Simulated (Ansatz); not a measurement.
Data:

```xyz
3
Lattice="0.0000 3.2436 3.2436 3.2436 0.0000 3.2436 3.2436 3.2436 0.0000" Properties=species:S:1:pos:R:3 pbc="T T T"
W      0.0000     0.0000     0.0000
Te     1.6218     1.6218     1.6218
Te     4.8654     4.8654     4.8654
```

No spin polarisation.

The values are results of PBEsol/PAW in Ansatz (a first-principles code), spin-orbit coupling left out, not measurements. k-mesh 15×15×15 (Γ-centred); smearing 0.1 eV (Fermi–Dirac).

Task: Predict the pressure, band gap and space group.

Result: 
```json
{
  "pressure": "4.7 GPa",
  "band_gap": "zero",
  "space_group": "Fm-3m (No. 225)"
}
```

The cells carry an imposed strain or load. Whether these cells are dynamically stable was not tested. All final runs are without spin polarisation. The cell was made from WTe$_{2}$ (space group Fm-3m, No. 225; a hypothetical phase, not in the database extracts checked) by this change: isotropic strain −1.29 %. WTe2 has a high density of states at the Fermi level and may be magnetic at this level.
